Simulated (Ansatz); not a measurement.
Base system: Re in the hcp (Mg type) structure (space group P6_3/mmc, No. 194; a = 2.752 Å, c = 4.440 Å; relaxed with 0.1 eV smearing). Axes: x lies along a and z along c of the hexagonal cell.

Calculations: plane-wave PAW DFT at the PBEsol level (Ansatz, a quantum-chemistry and plane-wave program, 420 eV), no SOC.

Base values:

Pressure: 0.0 GPa
Band gap: zero
Shortest interatomic distance: 5.159 bohr

Modification: the cell is stretched by 1.00 % along x with no lateral relaxation, atoms relaxed at fixed cell.

Q: What happens to the energy relative to the base, pressure, band gap and shortest interatomic distance?

A: The energy grows by 2.8 meV/atom; the pressure (mean of the normal stresses, compression positive) goes from zero to -3.8 GPa; the band gap remains zero; the shortest interatomic distance goes up by 0.009 bohr to 5.168 bohr.

The cells carry an imposed strain or load. Whether these cells are dynamically stable was not tested. All final runs are without spin polarisation.
